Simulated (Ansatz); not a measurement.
BeAu (space group P2_13, No. 198)

```xyz
8
Lattice="4.6593 0.0000 0.0000 0.0000 4.6593 0.0000 0.0000 0.0000 4.6593" Properties=species:S:1:pos:R:3 pbc="T T T"
Be     0.7183     1.6113     3.0480
Be     1.6113     3.0480     0.7183
Be     3.0480     0.7183     1.6113
Be     3.9410     3.9410     3.9410
Au     3.9450     3.0439     1.6154
Au     3.0439     1.6154     3.9450
Au     1.6154     3.9450     3.0439
Au     0.7143     0.7143     0.7143
```

Method: Ansatz (a quantum-chemistry and plane-wave program) PBEsol, spin-orbit coupling left out. k-mesh 10×10×10 (Γ-centred); smearing 0.05 eV (Fermi–Dirac).

```yaml
volume_per_atom: 12.64 Å³
density: 13.53 g/cm³
band_gap: zero
total_energy: -6548.927 eV/atom (σ→0; compares only within this code and set-up)
```

No phonon test of stability was made.
